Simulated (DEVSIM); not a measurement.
Device: Schottky contact on p-type GaAs, at 300 K.

| layer (left to right) | material | thickness (μm) | Na (cm⁻³) | τn (s) | τp (s) |
|---|---|---|---|---|---|
| 1 | GaAs | 0.920 | 5.1e17 | 8.8e-8 | 8.8e-8 |

Left contact: Schottky, work function 4.454 eV, emission velocity 2.5e6 cm/s. Right contact: ohmic. Voltage is applied to the left contact. Recombination: SRH at mid-gap, radiative. Mobility is constant in doping.

This is a model device: material constants are rounded textbook-type values typed into the input, and sizes, dopings and lifetimes were drawn at random. Values at 300 K.

```csv
parameter,GaAs
gap (eV),1.424
affinity (eV),4.07
permittivity,12.9
Nc (cm⁻³),4.7e17
Nv (cm⁻³),9e18
μn (cm²/Vs),8500
μp (cm²/Vs),400
B (cm³/s),2e-10
```

Model (solved in DEVSIM): 1D drift-diffusion, Boltzmann statistics, complete ionisation; no tunnelling, impact ionisation, image-force lowering or self-heating. Metal contacts follow the ideal Schottky-Mott rule: no Fermi-level pinning, no interface dipoles.

Q: Tabulate band edges, carrier densities and field at zero bias.

A: Energies count from the Fermi level of the right contact; mesh points crowd at the junctions.

| x (μm) | Ec (eV) | Ev (eV) | n (cm⁻³) | p (cm⁻³) | field (V/cm) |
|---|---|---|---|---|---|
| 0.000 | 0.384 | -1.040 | 1.7e11 | < 1e2 | 360000 |
| 0.007884 | 0.651 | -0.773 | 5500000 | 930000 | 310000 |
| 0.01656 | 0.893 | -0.531 | 460 | 1.1e10 | 250000 |
| 0.02959 | 1.156 | -0.268 | < 1e2 | 2.9e14 | 160000 |
| 0.05246 | 1.337 | -0.087 | < 1e2 | 3.1e17 | 20000 |
| 0.07664 | 1.349 | -0.074 | < 1e2 | 5.0e17 | 450 |
| 0.1033 | 1.350 | -0.074 | < 1e2 | 5.1e17 | ≈ 0 |
| 0.1568 | 1.350 | -0.074 | < 1e2 | 5.1e17 | ≈ 0 |
| 0.2134 | 1.350 | -0.074 | < 1e2 | 5.1e17 | ≈ 0 |
| 0.2875 | 1.350 | -0.074 | < 1e2 | 5.1e17 | ≈ 0 |
| 0.3692 | 1.350 | -0.074 | < 1e2 | 5.1e17 | ≈ 0 |
| 0.5131 | 1.350 | -0.074 | < 1e2 | 5.1e17 | ≈ 0 |
| 0.6156 | 1.350 | -0.074 | < 1e2 | 5.1e17 | ≈ 0 |
| 0.6937 | 1.350 | -0.074 | < 1e2 | 5.1e17 | ≈ 0 |
| 0.7677 | 1.350 | -0.074 | < 1e2 | 5.1e17 | ≈ 0 |
| 0.8044 | 1.350 | -0.074 | < 1e2 | 5.1e17 | ≈ 0 |
| 0.8378 | 1.350 | -0.074 | < 1e2 | 5.1e17 | ≈ 0 |
| 0.8633 | 1.350 | -0.074 | < 1e2 | 5.1e17 | ≈ 0 |
| 0.8874 | 1.350 | -0.074 | < 1e2 | 5.1e17 | ≈ 0 |
| 0.8994 | 1.350 | -0.074 | < 1e2 | 5.1e17 | ≈ 0 |
| 0.9103 | 1.350 | -0.074 | < 1e2 | 5.1e17 | ≈ 0 |
| 0.9200 | 1.350 | -0.074 | < 1e2 | 5.1e17 | ≈ 0 |
